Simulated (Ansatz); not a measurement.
C, pressure series

Consider C in the diamond structure (space group Fd-3m, No. 227; a = 3.560 Å).

Cell and atoms are relaxed at each pressure.

All numbers come from Ansatz (a quantum-chemistry and plane-wave program) r2SCAN, no spin-orbit coupling, earlier PAW set.

Candidates:
(a) pressure 18 GPa
(b) pressure 60 GPa
(c) pressure 1.8 GPa
(d) pressure 30 GPa
(e) pressure −1 GPa

For the base:

```
Quantity                        Result
-----------------------------  -------
Width of the top valence band  8.75 eV
```

Order them by width of the top valence band, highest first.

(b) pressure 60 GPa (9.77 eV), (d) pressure 30 GPa (9.29 eV), (a) pressure 18 GPa (9.09 eV), (c) pressure 1.8 GPa (8.78 eV), (e) pressure −1 GPa (8.73 eV)

The levels and masses belong to the bands next to the band gap. Load acts through the strain it causes; cell and atoms are relaxed under it. Stability against distortions was not tested. Competing high-pressure phases were not computed.
